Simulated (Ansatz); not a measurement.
SiH3 on the 1x1 (0001) surface of hcp Co, ferromagnetic, one in a 2x2 cell: adsorption energies (eV for each) against SiH4(g) − ½ H2(g) in Ansatz (plane waves, PAW). Structures relaxed with PBE; the other functionals are single points on them, with slab and gas at the same level. No dispersion, zero-point or thermal terms. Rows are starts at which the adsorbate stayed.

Model: 20-atom slab, 6.0 Å thick at the start under the adsorbate (thin: gaps and levels are the slab's own), 7x7x1 mesh, Fermi-Dirac 0.1 eV, dipole correction, 8 atoms held, the rest relaxed; each run with such symmetry as its start has; spin-polarised, no spin-orbit, no U, no dispersion correction.

| site | PBE | RPBE |
|---|---|---|
| top Co | -0.46 | -0.19 |
| hollow Co-Co-Co | -0.81 | -0.44 |
| hollow Co-Co-Co over Co at depth 2.0 Å | -0.79 | -0.42 |

RPBE moves the energies by 0.34 eV on average against PBE and puts 'hollow Co-Co-Co' lowest, as PBE does.

Ansatz is an electronic-structure program.
